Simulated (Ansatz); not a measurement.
The reference is GaP in the zinc blende structure (space group F-43m, No. 216; a = 5.451 Å).

All numbers come from r2SCAN (Ansatz, an electronic-structure program), no spin-orbit coupling.

Before the change:

The pressure is 0.00 GPa and the smallest direct gap comes out as 2.36 eV. The band gap is 1.85 eV.

The change: the cell is scaled by 1.0100 in all directions, atoms relaxed at fixed cell.

### Question
Predict the new pressure, smallest direct gap, band gap and energy relative to the base.

### Answer
The pressure goes from zero to -2.45 GPa; the smallest direct gap shrinks by 0.26 eV to 2.10 eV; the band gap increases by 0.048 eV, from 1.85 eV to 1.89 eV; the energy goes up by 4.8 meV/atom.

The cells carry an imposed strain or load. No phonon test of stability was made.
